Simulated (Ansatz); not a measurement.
Input for rutile TiO2:

Ansatz 0.2 input:
```yaml
crystal:
  lattice:
    - [4.6434959, 0.0, 0.0]
    - [0.0, 4.6434959, 0.0]
    - [0.0, 0.0, 2.9638157]
  atoms:
    - { symbol: Ti, position: [0.0, 0.0, 0.0] }
    - { symbol: Ti, position: [0.5, 0.5, 0.5] }
    - { symbol: O, position: [0.3051315, 0.3051315, 0.0] }
    - { symbol: O, position: [0.1948685, 0.8051315, 0.5] }
    - { symbol: O, position: [0.8051315, 0.1948685, 0.5] }
    - { symbol: O, position: [0.6948685, 0.6948685, 0.0] }
basis:
  ecutwfc: 500
  ecutrho_ratio: 4
  xc_grid: 4
kpoints:
  mp_grid: { grid: [7, 7, 11] }
  band_path: { path: [VBM, CBM], npoints: 4 }
hamiltonian:
  xc: r2scan
  dispersion: none
  pseudopotentials: { kind: paw }
scf:
  n_extra_bands: 9
  occupations: { method: fermi_dirac, width: 0.01 }
  convergence: { dr2_threshold: 0.000000001 }
output:
  eigenvalues: true
```

The numbers are results of r2SCAN (plane waves to 500 eV, PAW; Ansatz, an electronic-structure program), not measurements. Spin–orbit coupling is left out; the runs are not spin-polarised. Its k-point mesh 7×7×11, Fermi–Dirac width 0.01 eV.

Q: What does the end of the output print (band table and long remarks left out, numbers rounded to eight decimals)?

A: 
```
SCF converged after 9 iterations
Free energy (F): -7292.553156 eV
Harris-Foulkes:  -7292.553156 eV  (|F-HF|=4.09e-11)
Internal energy: -7292.553156 eV  (E = F + TS)
E sigma→0 (E₀):  -7292.553156 eV
Fermi energy:    9.525851 eV
--- Per-component energies (eV) ---
  E_band       = -457.000663
  E_kinetic    = 1247.643725
  E_local      = -3123.489653  (includes V_loc(G=0)·N_el)
  E_nonlocal   = 191.566109
  E_hartree    = 1185.405712
  E_xc         = -482.092753
  E_vxc        = -692.139868  (∫ρ·V_xc dr)
  E_paw        = -2746.725835  (= ΣΔE_a)
  E_vpaw       = -497.025958  (= ΣTr[D̂ρ^β])
  E_aug_tail   = 0.004822  (compensation charges beyond the density's cutoff)
  E_vtau       = 45.628473  (kinetic-family band-sum trace: ∫τ·v_τ [+ j·A + Jᵃ·Aᵃ] dr)
  E_ewald      = -3564.230604
  E_core_change = -0.634678  (= ΣΔE_core)
  E_smearing   = 0.000000  (= −TS)
  E_closure    = 0.000000  (closes the sum)
  Σ components = -7292.553156   (vs F -7292.553156, Δ=0.00e0)
```

Cost: around 30 core-seconds (rough).
